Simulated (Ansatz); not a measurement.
Rh: energy against volume

Rh (fcc, Fm-3m, 13.503 Å³/atom and stress up to 0.01 GPa in the relaxed cell, cube axes along x, y and z) under hydrostatic pressure, with the cell free. PBEsol in Ansatz, a plane-wave DFT program (PAW, default set), 420 eV, 21×21×21 Γ-centred mesh, Fermi-Dirac smearing 0.05 eV.

Here V stands for volume and E for E less E0.

```csv
volume (Å³/atom),E less E0 (meV/atom),pressure (GPa)
13.5961,0.66,-2.01
13.5489,0.18,-1.01
13.5025,0.00,0.00
13.4620,0.08,0.90
13.4089,0.54,2.09
13.3059,2.58,4.50
13.1254,10.03,9.00
12.9055,26.27,15.00
12.4352,?,?
```

**Question.** Fit E against V with the third-order Birch-Murnaghan form, a cubic in V^(-2/3), and predict the withheld value at V = 12.4352.

**Answer.** With u = V^(-2/3) - 0.1777, the rows have u = -0.0021542, -0.0017467, -0.0013439, -0.0009903, -0.0005241, 0.0003890, 0.0020180, 0.0040538. Least squares gives E = 1.525 + 2360.1·u + 914316·u² + 2296887·u³. Residuals (row less fit): -0.001, 0.000, 0.001, -0.002, 0.001, -0.002, 0.000, -0.001; standard error 0.002 (degrees of freedom: 4). Its minimum lies at u = -0.0012970, so V0 = (0.1764030)^(-3/2) = 13.50. There d²E/du² = 1811000 and d³E/du³ = 1.378e7, so B0 = (4/9) × 13.50^(-7/3) × 1811000 × 0.160218 = 297 GPa (the last factor turns the table's units into GPa), and B0' = 4 + (2/3) × 0.1764030 × (1.378e7)/1811000 = 4.9. B0' rests on the cubic coefficient alone and has a standard error of 0.1 from these residuals. At the withheld row, u = 0.0086080, so E = 1.525 + 2360.1 × 0.0086080 + 914316 × 0.0086080² + 2296887 × 0.0086080³ = 91.054 meV/atom. The calculation gives 91.23 meV/atom, 0.176 meV/atom above the prediction (0.2 % of the range of E in the table). The row lies outside the fitted rows, so this is an extrapolation. The scatter of the fitted rows lies at the last printed digit.

In a metal these values are sensitive to mesh and smearing; energies are taken to zero smearing, stresses follow the free energy. The runs aren't spin-polarised. Other structures, which can take over under pressure, weren't tried. The same form fitted to the pressure column gives B0' = 5.1; series where the two differ by over 0.4 aren't shown. Rows are the converged runs of the series near zero and its far end, less any whose ions stayed unrelaxed beside relaxed ones; series whose fitted rows scatter by over a few per cent of the range, as at a crossing or softening among them, aren't shown in this form.
